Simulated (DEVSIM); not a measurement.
Schottky contact on n-type Si

Structure: Schottky contact on n-type Si, at 300 K.

| layer (left to right) | material | thickness (μm) | Nd (cm⁻³) | τn (s) | τp (s) |
|---|---|---|---|---|---|
| 1 | Si | 4.60 | 2e17 | 3.7e-7 | 3.7e-7 |

Left contact: Schottky, work function 4.75 eV, emission velocity 6.1e6 cm/s. Right contact: ohmic. Voltage is applied to the left contact. Recombination: SRH at mid-gap. Mobility is constant in doping.

The device is made up for the run: typed textbook-type constants, with dimensions and the other settings drawn at random. Values at 300 K.

| parameter | Si |
|---|---|
| gap (eV) | 1.124 |
| affinity (eV) | 4.05 |
| permittivity | 11.7 |
| Nc (cm⁻³) | 2.86e19 |
| Nv (cm⁻³) | 3.1e19 |
| μn (cm²/Vs) | 1417 |
| μp (cm²/Vs) | 470 |

Simulated with DEVSIM: 1D drift-diffusion, Boltzmann statistics, complete ionisation; no tunnelling, impact ionisation, image-force lowering or self-heating. Metal contacts follow the ideal Schottky-Mott rule: no Fermi-level pinning, no interface dipoles.

| Quantity | Result |
|---|---|
| Potential step across the device at zero bias | 0.572 V |
| Largest field in the device at zero bias | 180000 V/cm |
| Dark forward voltage at 1 A/cm² | 0.258 V |
| Dark forward voltage at 100 A/cm² | 0.378 V |

Dark forward current:

```
V (V)  J (A/cm²)
-----  ---------
0.05     0.00028
0.10      0.0022
0.15       0.016
0.20        0.11
0.25        0.75
0.30         5.1
0.35          35
0.40         220
0.45        1100
0.50        3200
```
